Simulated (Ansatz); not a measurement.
Here is the system:

End structure of the (100) surface of rock-salt TiC in its 1x1 cell (cut with top plane C + Ti, bottom plane C + Ti), outermost plane spacing 2.17 Å in the ideal cut:

```yaml
crystal:
  lattice:
    - [3.06391, 0.00000, 0.00000]
    - [0.00000, 3.06391, 0.00000]
    - [0.00000, 0.00000, 35.50000]
  atoms:
    - { symbol: C, position: [0.00000, 0.00000, 0.22448] }
    - { symbol: Ti, position: [0.50000, 0.50000, 0.22768] }
    - { symbol: C, position: [0.50000, 0.50000, 0.28619] }
    - { symbol: Ti, position: [0.00000, 0.00000, 0.28708] }
    - { symbol: C, position: [0.00000, 0.00000, 0.34720] }
    - { symbol: Ti, position: [0.50000, 0.50000, 0.34773] }
    - { symbol: C, position: [0.50000, 0.50000, 0.40847] }
    - { symbol: Ti, position: [0.00000, 0.00000, 0.40861] }
    - { symbol: C, position: [0.00000, 0.00000, 0.46944] }
    - { symbol: Ti, position: [0.50000, 0.50000, 0.46953] }
    - { symbol: C, position: [0.50000, 0.50000, 0.53056] }
    - { symbol: Ti, position: [0.00000, 0.00000, 0.53047] }
    - { symbol: C, position: [0.00000, 0.00000, 0.59153] }
    - { symbol: Ti, position: [0.50000, 0.50000, 0.59139] }
    - { symbol: C, position: [0.50000, 0.50000, 0.65280] }
    - { symbol: Ti, position: [0.00000, 0.00000, 0.65227] }
    - { symbol: C, position: [0.00000, 0.00000, 0.71381] }
    - { symbol: Ti, position: [0.50000, 0.50000, 0.71292] }
    - { symbol: C, position: [0.50000, 0.50000, 0.77552] }
    - { symbol: Ti, position: [0.00000, 0.00000, 0.77232] }
```

Set-up: 20 atoms, C10Ti10, 19.5 Å thick at the start; mesh 12x12x1; 0.1 eV smearing; dipole correction on; all atoms relaxed; held to the start's symmetry, so lower structures may exist; no spin, no spin-orbit, no U.

Question: What work function of the top face does PBE (Ansatz, a quantum-chemistry and plane-wave program) give?

Answer: 4.50 eV

Question: Give the surface energy (mean of both faces) at the level PBE.

Answer: 1.63 J/m²
